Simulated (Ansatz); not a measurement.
System: fluorite CoSi2. Method: PBE (PAW; Ansatz, a first-principles code).

Settings: plane-wave cutoff 520 eV, 22×22×22 k mesh, Fermi–Dirac smearing 0.066 eV (set by the program), no spin polarisation, scalar-relativistic PAW data made under PBE.

The cell has the measured lattice: a = b = c = 5.3560 Å, α = β = γ = 90.00°.

### Question
What does this level give for the Young modulus, polycrystal shear modulus (Hill average), elastic constant C11, elastic constant C44, Poisson ratio and elastic constant C12?

### Answer

* **Young modulus**: 182 GPa
* **polycrystal shear modulus (Hill average)**: 68.2 GPa
* **elastic constant C11**: 241 GPa
* **elastic constant C44**: 89.9 GPa
* **Poisson ratio**: 0.333
* **elastic constant C12**: 151 GPa

Note: the cell isn't this level's own, so it is under some stress, which shifts stiffness and frequencies.

Elastic constants are with the ions relaxed.

Static lattice: no zero-point or thermal effects.
